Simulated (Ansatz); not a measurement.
Al3Sc (I4/mmm, No. 139, 4 atoms in the cell; start mp-999204; a measured phase of this formula has another space group) was calculated with r²SCAN (plane waves, PAW; Ansatz, a quantum-chemistry and plane-wave program).

Output (set-up and result lines):

```
Relaxation: its limit of steps is 80 (relax.max_steps)
Crystal: 4 atoms, lattice volume = 68.861 Å³
Basis set: ecut = 560 eV, 2065 PW (Γ), exchange–correlation on 120×120×120 points (27 copies of the dense FFT grid, shifted against one another)
Bands: 14, of which v1, the nominal top of the filled ones, is band 10 counted from 1 (9 counted from 0)
Symmetry: 16 space group operations
Space group: I4/mmm (ITA 139), of the structure as read, at distance tolerance 4.1e-5 Å
k-points: 641 of 8000
Functional: x = r2scan, c = r2scan; τ floored in thin density (d = 2e-4 eV/Å³)
SCF iter   1: F=—  HF=-3763.297417 eV  |F-HF|=—  |Δ(HF+E_count)|=         —  Δρ=9.05e-3  dr2=7.60e-2  dr2_τ=1.95e-2
SCF iter   2: F=—  HF=-3763.349816 eV  |F-HF|=—  |Δ(HF+E_count)|=   5.24e-2  Δρ=3.55e-3  dr2=1.11e-2  dr2_τ=6.59e-4
  ...
SCF 1 converged in 7 iterations: F = -3763.348442 eV  dr2 = 4.53e-9
Crystal: 4 atoms, lattice volume = 68.861 Å³
Initial density: handed on by an earlier stage of this run
SCF 2 converged in 4 iterations: F = -3763.348456 eV  dr2 = 2.51e-9
Crystal: 4 atoms, lattice volume = 68.861 Å³
SCF 3 converged in 3 iterations: F = -3763.348465 eV  dr2 = 1.04e-8
Crystal: 4 atoms, lattice volume = 68.861 Å³
SCF iter   3: F=—  HF=-3763.348465 eV  |F-HF|=—  |Δ(HF+E_count)|=  4.87e-10  Δρ=2.41e-7  dr2=3.53e-11  dr2_τ=5.76e-12
SCF iter   4: F=-3763.348465 eV  HF=-3763.348465 eV  |F-HF|=9.09e-13  |Δ(HF+E_count)|=  4.55e-13  Δρ=1.05e-7  dr2=6.37e-12  dr2_τ=3.69e-13
SCF 4 converged in 4 iterations: F = -3763.348465 eV  dr2 = 6.37e-12
SCF converged after 4 iterations
Free energy (F): -3763.348465 eV
Internal energy: -3763.333212 eV  (E = F + TS)
E sigma→0 (E₀):  -3763.340838 eV
Fermi energy:    8.798610 eV
--- Forces (eV/Å), atoms counted from 1 ---
  atom   1  Sc     0.00000000     0.00000000     0.00000000
  atom   2  Al     0.00000000     0.00000000     0.00000000
  atom   3  Al    -0.00000000     0.00000000    -0.00000000
  atom   4  Al    -0.00000000     0.00000000     0.00000000
--- Stress (GPa, compression-positive) ---
        1.882245      -0.000000       0.000000
       -0.000000       1.882245       0.000000
        0.000000      -0.000000       1.882365
  P = ⅓ Tr σ = 1.8823 GPa (18.823 kbar)
```

**Question.** Write an input file that could have produced this run (the log leaves some choices open).

**Answer.** This is not unique; one that fits is 
Ansatz 0.2 input:
```yaml
crystal:
  lattice:
    - [-1.9888461965, 1.9888461965, 4.3521970024]
    - [1.9888461965, -1.9888461965, 4.3521970024]
    - [1.9888461965, 1.9888461965, -4.3521970024]
  atoms:
    - { symbol: Sc, position: [0.0, 0.0, 0.0] }
    - { symbol: Al, position: [0.75, 0.25, 0.5] }
    - { symbol: Al, position: [0.25, 0.75, 0.5] }
    - { symbol: Al, position: [0.5, 0.5, 0.0] }
basis:
  ecutwfc: 560
  ecutrho_ratio: 4
  xc_grid: 3
kpoints:
  mp_grid: { grid: [20, 20, 20] }
hamiltonian:
  xc: r2scan
  dispersion: none
  pseudopotentials: { kind: paw }
scf:
  occupations: { method: fermi_dirac, width: 0.05 }
output:
  forces: true
  stress: true
  eigenvalues: true
relax:
  f_tol: 0.004
  escape_saddle: false
  max_steps: 80
  cell: { stress_tol: 0.02, fix: [volume] }
```

The cell is one volume of an energy–volume scan, off the minimum.

The PAW data were made under PBE.

Note: the relaxation could not lower the start's symmetry, so the cell can be a saddle point above a distorted one.

The result took around 3 core-minutes (rough).

A start named mp-… is a Materials Project structure, which need not be a measured phase.
